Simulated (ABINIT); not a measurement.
ABINIT run on SnTe (F-43m, 2 atoms in the cell): self-consistent single point.

Method: PBEsol, norm-conserving pseudopotentials (PseudoDojo nc-sr-04 PBEsol standard) (plane waves; ABINIT).

The change in words: lattice scaled by 0.98. Reference geometry:
```xyz
2
Lattice="0.0000 3.6111 3.6111 3.6111 0.0000 3.6111 3.6111 3.6111 0.0000" Properties=species:S:1:pos:R:3 pbc="T T T"
Sn     0.0000     0.0000     0.0000
Te     5.4167     5.4167     5.4167
```

Reference input (self-consistent single point, DFT, PBEsol, plane waves, norm-conserving pseudopotentials (PseudoDojo nc-sr-04 PBEsol standard)): pseudos = [Sn.upf, Te.upf]; ecut = 41 Ha; occopt = 3; tsmear = 0.00367493 Ha; ngkpt = 7 7 7; nshiftk = 1; shiftk = 0 0 0; potentials = PseudoDojo nc-sr-04 PBEsol standard; nband = 21; kptopt = 1; nstep = 80; tolvrs = 1e-12. This run's input differs from it in these lines:

```diff
@@ -5,5 +5,5 @@
 rprim
-        -0.0000000000    3.6111450000    3.6111450000
-         3.6111450000   -0.0000000000    3.6111450000
-         3.6111450000    3.6111450000   -0.0000000000
+        -0.0000000000    3.5389220000    3.5389220000
+         3.5389220000   -0.0000000000    3.5389220000
+         3.5389220000    3.5389220000   -0.0000000000
 natom 2
```

The program printed (abridged):

```
--- !BeginCycle
solver: {iscf: 7, nstep: 80, nline: 4, wfoptalg: 0, }
tolerances: {tolvrs: 1.00E-12, }
...

     iter   Etot(hartree)      deltaE(h)  residm     vres2
 ETOT  1  -182.06843545497    -1.821E+02 7.524E-01 1.493E+02
 ETOT  2  -183.25710317112    -1.189E+00 4.703E-02 5.373E+01
 ETOT  3  -183.26132636182    -4.223E-03 6.116E-03 5.376E+00
 ETOT  4  -183.26166691725    -3.406E-04 2.270E-03 2.870E-01
 ETOT  5  -183.26168250926    -1.559E-05 3.522E-03 1.732E-02
   [... 5 lines left out ...]
 ETOT 11  -183.26168314787     3.268E-12 2.728E-04 2.104E-08
 ETOT 12  -183.26168314787     2.359E-12 3.567E-04 3.503E-10
 ETOT 13  -183.26168314788    -1.302E-11 1.457E-04 3.141E-11
 ETOT 14  -183.26168314788     2.842E-13 1.852E-04 9.844E-13
 At SCF step   14       vres2   =  9.84E-13 < tolvrs=  1.00E-12 =>converged.

 Cartesian components of stress tensor (hartree/bohr^3)
  sigma(1 1)=  1.17297421E-06  sigma(3 2)=  0.00000000E+00
  sigma(2 2)=  1.17297421E-06  sigma(3 1)=  0.00000000E+00
  sigma(3 3)=  1.17297421E-06  sigma(2 1)=  0.00000000E+00

 ----iterations are completed or convergence reached----

 reduced coordinates (array xred) for    2 atoms
       0.000000000000      0.000000000000      0.000000000000
       0.750000000000      0.750000000000      0.750000000000
 cartesian forces (eV/Angstrom) at end:
    1     -0.00000000000000    -0.00000000000000     0.00000000000000
    2      0.00000000000000     0.00000000000000    -0.00000000000000
 frms,max,avg= 1.5486544E-29 2.4262752E-29   0.000E+00  0.000E+00  0.000E+00 e/A
   [... lines left out ...]
 Fermi (or HOMO) energy (hartree) =   0.05586   Average Vxc (hartree)=  -0.30135
 Fermi (or HOMO) energy (eV) =   1.52008   Average Vxc (eV)=  -8.20028
   [... lines left out ...]
total_energy        : -1.83261683147883E+02
total_energy_eV     : -4.98680400696674E+03
band_energy         : -2.17036278065084E+01
...

-Cartesian components of stress tensor (GPa)         [Pressure= -3.4510E-02 GPa]
- sigma(1 1)=  3.45100869E-02  sigma(3 2)=  0.00000000E+00
- sigma(2 2)=  3.45100869E-02  sigma(3 1)=  0.00000000E+00
- sigma(3 3)=  3.45100869E-02  sigma(2 1)=  0.00000000E+00

 Calculation completed.
```

The run converged in 14 iterations. Against the reference run the free energy drops by 13.4 meV/atom and the pressure goes from -1.47 to -0.03 GPa.

The starting cell comes from a database of computed structures (which also holds hypothetical and non-ambient phases and stackings), without a prior relaxation at this level. For this run, on top of that: lattice scaled by 0.98. The run gives no clean gap (levels at the Fermi energy touch, overlap or are partly filled at this smearing), which alone does not show that the compound is a metal.

Cost on one core of a shared machine: roughly 2 min.
